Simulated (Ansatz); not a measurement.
Levels about the gap of amorphous Si24O51Mo (76 atoms in a cell of 1144 Å³, 2.30 g/cm³; zone centre alone, so wide bands show as single levels with stretches between that a denser mesh fills), at the geometry that PBE relaxed, where it gives 1.3 GPa on a denser mesh. The participation number counts the atoms over which a state spreads; weights are charges in smoothed Voronoi cells. The levels come from a single point, so bond lengths are those of that geometry. Method of the levels: r2SCAN, scalar-relativistic without spin-orbit coupling (Ansatz, a first-principles code). Sampling: the zone centre alone; Fermi-Dirac width 0.01 eV; collinear spin, started from moments on atoms (the moments died out). At PBE the levels at both edges of the gap are localised (band-tail or defect states), and the nearest spread-out levels lie 5.5 eV apart at the zone centre.

The cell was made by melting and quenching with the CHGNet potential and then relaxed with DFT. O atoms were pushed apart under 1.9 Å during the dynamics, to hinder bonds among them. The hot cell started wider than the set density and was brought back towards it in steps. It is the lowest in DFT energy of 2 quenches. It is a model cell: composition and starting density were chosen by hand, and all elements were melted together. No dispersion term was used. Its density started from a set value of 2.30 and ended at 2.30 g/cm³. The quench (nominally 400 K/ps over its main leg) was far faster than any real one, so the model tends to hold more defects than a real film. A cell of this size samples the disorder only roughly. The volume was held where the preparation left it and the shape relaxed, at a PBE pressure of 1.3 GPa. Stress components on the final sampling reach 1.4 GPa.

```
E - E(highest filled), eV  filling  spin  participation number        largest on  weight O  weight Mo  weight Si
-------------------------  -------  ----  --------------------  ----------------  --------  ---------  ---------
-2.50                       filled    up                   5.0   O, 2 neighbours      0.95       0.00       0.05
-1.62                       filled    dn                   1.8   O, 1 neighbours      0.88       0.00       0.12
-1.62                       filled    up                   1.8   O, 1 neighbours      0.88       0.00       0.12
-0.05                       filled    dn                   1.4   O, 1 neighbours      0.92       0.00       0.08
-0.05                       filled    up                   1.4   O, 1 neighbours      0.92       0.00       0.08
0.00                        filled    dn                   1.4   O, 1 neighbours      0.93       0.00       0.07
0.00                        filled    up                   1.4   O, 1 neighbours      0.93       0.00       0.07
0.66                         empty    dn                   2.6  Mo, 5 neighbours      0.40       0.58       0.02
0.66                         empty    up                   2.6  Mo, 5 neighbours      0.40       0.58       0.02
1.09                         empty    dn                   2.7  Mo, 5 neighbours      0.44       0.55       0.01
1.09                         empty    up                   2.7  Mo, 5 neighbours      0.44       0.55       0.01
1.63                         empty    dn                   2.8  Mo, 5 neighbours      0.41       0.56       0.02
1.63                         empty    up                   2.8  Mo, 5 neighbours      0.41       0.56       0.02
3.18                         empty    dn                  38.6  Mo, 5 neighbours      0.68       0.10       0.22
```

Most localised among these is the filled level at -0.05 eV, on a O atom, which has 1 neighbours (Si 1.55 Å).
